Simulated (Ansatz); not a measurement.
For TiSi (model structure, from the FeSi type, P2₁3, No. 198), PBEsol (PAW; Ansatz, a first-principles code) gives:

| Quantity | Value |
|---|---|
| equilibrium lattice constant a | 4.925 Å |
| bulk modulus B0 | 143 GPa |
| cohesive energy | 5.95 eV/atom |

Q: What does r²SCAN (PAW; Ansatz) give for the same quantities?

A: 
- lattice constant a: 4.960 Å (grows by 0.7 %)
- bulk modulus: 139 GPa (decreases by 2.8 %)
- cohesive energy: 5.15 eV/atom (drops by 0.80 eV/atom)

Changes are worked out from the printed values.

Unless a cell is named, each level is at its own relaxed cell (PBEsol 14.93, r²SCAN 15.25 Å³/atom).

Caveats: the bulk modulus is −V dP/dV from two relaxed cells at ±2 % in volume (PBEsol, r²SCAN). Ansatz's density-functional and Hartree–Fock values are scalar-relativistic unless marked +SOC, with PAW data made under PBE.

A model structure was made by putting elements into a prototype or built by hand; it is no filed structure, need not be a known phase, and can be a saddle point held by its symmetry.
